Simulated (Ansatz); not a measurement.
# HgS: response to strain

The parent structure is HgS in the zinc blende structure (space group F-43m, No. 216; a = 5.8759 Å).

Strains are applied to the cell and any free atomic positions relax.

Level of theory: PBEsol in Ansatz (plane waves to 420 eV, PAW, spin-orbit coupling left out).

| isotropic strain (%) | pressure (GPa) |
|---|---|
| -2.5 | 5.5 |
| -1.5 | 3.1 |
| -1 | 2.0 |
| -0.5 | 0.9 |
| 0 | 0.0 |
| 0.5 | ? |
| 2 | -3.1 |
| 2.5 | -3.7 |
| 3 | -4.3 |

Q: Fit P = P₀ − Bδ + Cδ² with δ = (1 + ε)³ − 1 to the rows shown and predict the withheld row.

A: Least squares on the printed values gives P₀ = 0.0 GPa, B = 62.1 GPa, C = 177 GPa (largest residual 0.1 GPa); this predicts -0.9 GPa, and the run gives -0.9 GPa, in agreement.

A case with no gap was solved on a k-mesh chosen for an insulator, which is coarse for it. Stability against distortions was not tested. The final runs are not spin-polarised.

Ansatz is a program for electronic structure.
